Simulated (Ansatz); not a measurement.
A 32-atom cell of In(As,Sb) started in the zinc blende structure, site fractions As 0.625, Sb 0.375, short-range order -0.02 in the first shell of the mixed sites (0 is random, a negative value favours unlike neighbours), space group C2 at the end. The mixed sublattice has 16 sites.

The mixing enthalpy is taken against the end members in the zinc blende type, relaxed in the same cell and mesh.

The numbers are results of PBE (plane waves to 420 eV, PAW; Ansatz, a quantum-chemistry and plane-wave program), not measurements. No spin–orbit coupling; with elements this heavy it can move edges by tenths of an eV. Its k-point mesh 3×3×3, Fermi–Dirac width 0.01 eV.

```json
[
 {"cell": "InAs", "energy at zero smearing (eV)": "-167271.493"},
 {"cell": "InSb", "energy at zero smearing (eV)": "-193321.396"},
 {"cell": "In8As5Sb3", "energy at zero smearing (eV)": "-177039.792"}
]
```

Question: Work out the mixing enthalpy per mixed site and the interaction parameter Ω of a regular solution.

Answer: With x = 6/16 of the second end member, ΔH = [-177039.792 − 10/16 × (-167271.493) − 6/16 × (-193321.396)] / 16 = 26 meV against the separate end members. Ω = ΔH / x(1 − x) = 110 meV.
